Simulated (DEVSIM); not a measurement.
Schottky contact on p-type Si

Structure: Schottky contact on p-type Si, at 300 K.

```csv
layer (left to right),material,thickness (μm),Na (cm⁻³),τn (s),τp (s)
1,Si,8.50,2.2e16,1e-7,3.4e-6
2,Si,1.00,2.2e18,3.4e-6,3.4e-6
```

Left contact: Schottky, work function 4.754 eV, emission velocity 2.8e6 cm/s. Right contact: ohmic. Voltage is applied to the left contact. Recombination: SRH at mid-gap, Auger. Mobility is μmin + (μ − μmin)/(1 + (N/Nref)^α).

This is a model device: material constants are rounded textbook-type values typed into the input, and sizes, dopings and lifetimes were drawn at random. Values at 300 K.

```
parameter           Si
-------------  -------
gap (eV)         1.124
affinity (eV)     4.05
permittivity      11.7
Nc (cm⁻³)      2.86e19
Nv (cm⁻³)       3.1e19
μn (cm²/Vs)       1417
μp (cm²/Vs)        470
μn,min              52
μp,min              45
Nref,n          9.7e16
Nref,p          2.2e17
αn                0.68
αp                0.72
Cn (cm⁶/s)     2.8e-31
Cp (cm⁶/s)     9.9e-32
```

Model (solved in DEVSIM): 1D drift-diffusion, Boltzmann statistics, complete ionisation; no tunnelling, impact ionisation, image-force lowering or self-heating. Metal contacts follow the ideal Schottky-Mott rule: no Fermi-level pinning, no interface dipoles.

| Item | Result |
|---|---|
| Potential step across the device at zero bias | 0.352 V |
| Dark forward voltage at 100 A/cm² | 0.184 V |

Dark forward current:

(V (V), J (A/cm²)): (-0.05, -5.1); (-0.10, -25); (-0.15, -66); (-0.20, -120); (-0.25, -190); (-0.30, -260); (-0.35, -330); (-0.40, -400); (-0.45, -480); (-0.50, -550); (-0.55, -630); (-0.60, -710); (-0.65, -790); (-0.70, -870); (-0.75, -950); (-0.80, -1000); (-0.85, -1100); (-0.90, -1200); (-0.95, -1300); (-1.00, -1300); (-1.05, -1400); (-1.10, -1500); (-1.15, -1600); (-1.20, -1700); (-1.25, -1800); (-1.30, -1800); (-1.35, -1900); (-1.40, -2000)
